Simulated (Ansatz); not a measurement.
Input:

```yaml
crystal:
  lattice:
    - [3.93791, 0.00000, 0.00000]
    - [-1.96896, 3.41033, 0.00000]
    - [0.00000, 0.00000, 6.38283]
  atoms:
    - { symbol: Mg, position: [0.00000, 0.00000, 0.00000] }
    - { symbol: I, position: [0.33333, 0.66667, 0.26352] }
    - { symbol: I, position: [0.66667, 0.33333, 0.73648] }
```

No spin polarisation.

Calculations: PBEsol-D3(BJ) (Ansatz, a first-principles code; PAW; 420 eV plane waves; without spin-orbit coupling). Γ-centred 9×9×5 mesh, Fermi–Dirac width 0.05 eV.

### Question
What is the computed valence-band top at Γ (three highest levels, from the VBM)?

### Answer
0.00, -0.09, -0.09 eV.

### Question
What electron mass does the calculation give?

### Answer
0.31 mₑ along c, 0.51 mₑ across (at K).

### Question
Estimate the smallest direct gap.

### Answer
3.97 eV.

Spin-orbit coupling, missing from the scalar runs, can matter with I. The cells carry an imposed strain or load. Effective masses come from finite differences of ±0.01 Å⁻¹. No phonon test of stability was made. The cell was made from MgI2 in the CdI2 type structure (space group P-3m1, No. 164; layered, stacked along the Cartesian z axis) by this change: isotropic strain −3.00 %.
